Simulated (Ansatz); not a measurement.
# C11b WSi2

Calculation: PBE+SOC (PAW; Ansatz, a quantum-chemistry and plane-wave program).

Settings: plane-wave cutoff 520 eV, 24×24×24 k mesh, Fermi–Dirac smearing 0.05 eV, PAW data made under PBE.

Cell: relaxed at this level.

```
Quantity                                           Result
------------------------------------------  -------------
equilibrium volume per atom                 13.67 Å³/atom
bulk modulus B0                                   216 GPa
lattice parameter a                               3.229 Å
c axis length                                     7.865 Å
band gap                                    zero (no gap)
pressure derivative B′ of the bulk modulus            4.4
```

Measured, for comparison: lattice constant a 3.214 Å, lattice parameter c 7.831 Å (temperature not stated, not corrected to a static lattice; as tabulated in Pavlosiuk et al. (2022), arXiv:2202.05362). Computed (rounded) less measured: lattice constant a +0.5 %, lattice parameter c +0.4 %.

Note: the bulk modulus comes from volumes at which shape and atoms were relaxed.

Static lattice: no zero-point or thermal effects.
